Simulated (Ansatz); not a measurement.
Where the default PAW files enter, the runs use the earlier of Ansatz's two default sets.

The decay constant κ of evanescent states in the gap governs leakage through a thin film.

Here is the system:

```xyz
4
Lattice="3.1252 0.0000 0.0000 0.0000 5.0885 0.0000 1.5626 0.0000 2.7065" Properties=species:S:1:pos:R:3 pbc="T T T"
Ga     3.1252     2.5489     1.8043
Ga     1.5626     0.0047     0.9022
N      3.1252     0.6314     1.8043
N      1.5626     3.1756     0.9022
```

Space group of this cell: P6_3mc, wurtzite. The cell is strained (all lengths scaled by 0.98); by r2SCAN its mean pressure is 12.2 GPa.

Transport runs along the normal of the first two printed cell vectors, the (100) plane of the conventional cell.

The gap is the functional's own. No spin-orbit coupling. Mid-gap values are interpolated on the energy grid.

Question: State the band gap and the smallest decay constant κ at mid-gap according to r2SCAN in Ansatz (a quantum-chemistry and plane-wave program).

Answer: Gap 2.74 eV on a 12×6×12 mesh; κ = 0.189 1/Å, at the zone centre.
